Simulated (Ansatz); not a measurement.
An Ansatz (a first-principles code) input (PBEsol, PAW, 420 eV (Ansatz; spin-orbit coupling left out)):

Ansatz 0.2 input:
```yaml
crystal:
  lattice:
    - [4.2563305563, 0, 0]
    - [2.1281652781, 3.6860903886, 0]
    - [2.1281652781, -1.2286967962, 3.3690599934]
  atoms:
    - { symbol: Al, position: [0.5, 0.25, 0.75] }
    - { symbol: Al, position: [0.5, 0.75, 0.25] }
    - { symbol: Pt, position: [0, 0, 0] }
basis: { ecutwfc: 420, ecutrho_ratio: 4, xc_grid: 2, fft_grid_basis: typed }
kpoints: { mp_grid: { grid: [17, 17, 17] } }
hamiltonian:
  xc: pbesol
  dispersion: none
  pseudopotentials: { kind: paw }
scf: { occupations: { method: fermi_dirac, width: 0.1 } }
relax: { f_tol: 0.005, max_steps: 50, cell: { stress_tol: 0.01, fix: [a, b, gamma] } }
output: { forces: true, stress: true }
checkpoint: { write: state.ck, write_every: 1000 }
```

### Question
Which symmetry and how many k-points will the program report, and about how many plane waves at Γ?

### Answer
Space group R-3m (ITA 166) with 12 operations, k-points 489 of 4913, and 1019 plane waves at Γ.

### Question
And the final pressure?

### Answer
-2.71 GPa (compression positive).

The cells carry an imposed strain or load. No phonon test of stability was made. All final runs are without spin polarisation. The cell was made from Al2Pt (space group Fm-3m, No. 225) by this change: biaxial strain +2.08 %, plane normal [111], relaxed out of plane.
